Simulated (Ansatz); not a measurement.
## SnO, pressure series

Base system: SnO in the litharge type structure (space group P4/nmm, No. 129; layered, stacked along the Cartesian z axis).

```xyz
4
Lattice="3.8362 0.0000 0.0000 0.0000 3.8362 0.0000 0.0000 0.0000 4.7574" Properties=species:S:1:pos:R:3 pbc="T T T"
Sn     1.9181     0.0000     1.1581
Sn     0.0000     1.9181     3.5993
O      0.0000     0.0000     0.0000
O      1.9181     1.9181     0.0000
```

Cell and atoms are relaxed at each pressure.

Level of theory: Kohn–Sham DFT with the PBE-D3(BJ) functional, run in Ansatz (an electronic-structure program) with PAW and 420 eV plane waves, no spin-orbit coupling, earlier PAW set.

Two rows of this table had their results exchanged by mistake.

| pressure | volume per atom (Å³) | shortest distance (Å) | band gap |
|---|---|---|---|
| pressure −2 GPa | 19.15 | 2.256 | 0.56 eV |
| pressure −1 GPa | 18.12 | 2.248 | 0.20 eV |
| pressure 0.9 GPa | 17.08 | 2.235 | zero |
| pressure 2.1 GPa | 16.61 | 2.228 | zero |
| pressure 4.5 GPa | 15.89 | 2.216 | zero |
| pressure 9 GPa | 14.97 | 2.196 | zero |
| pressure 15 GPa | 12.83 | 2.136 | zero |
| pressure 22.5 GPa | 13.39 | 2.154 | zero |
| pressure 30 GPa | 14.15 | 2.176 | zero |

Q: Which two?

A: The rows for pressure 15 GPa and pressure 30 GPa: the volume has to fall steadily with pressure, so 14.15 Å³ belongs to pressure 15 GPa and 12.83 Å³ to pressure 30 GPa.

Load acts through the strain it causes; cell and atoms are relaxed under it. Stability against distortions was not tested. Competing high-pressure phases were not computed. All final runs are without spin polarisation. A zero or small gap of SnO can be the functional's error rather than a property of the material.
